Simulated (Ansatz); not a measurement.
# How far PBE and r2SCAN part for ScAl3, Al → Ta

The reference is ScAl3 in the Cu3Au type structure (space group Pm-3m, No. 221; a = 4.106 Å).

(Cell as relaxed with PBE.)

Levels (all Ansatz, a quantum-chemistry and plane-wave program, PAW): PBE (420 eV, spin-orbit coupling left out); r2SCAN (500 eV, no spin-orbit coupling).

Each level relaxes its own structure.

```
base                      PBE    r2SCAN
-------------------  --------  --------
volume per atom      17.30 Å³  17.05 Å³
lattice parameter a   4.106 Å   4.086 Å
band gap                 zero      zero
```

Modification: Ta takes the place of Al on all its sites; the structure is relaxed again.

```csv
quantity,PBE,r2SCAN
shortest interatomic distance,3.016 Å,3.009 Å
band gap,zero,zero
```

PBE's shortest interatomic distance lies 0.0075 Å above r2SCAN's (0.3 %); the two agree on the band gap. Neither level is exact; r2SCAN is the comparison here, not a measurement.

No phonon test of stability was made. As relaxed here, ScTa3 is a hypothetical phase, not in the database extracts checked. The final runs are not spin-polarised.
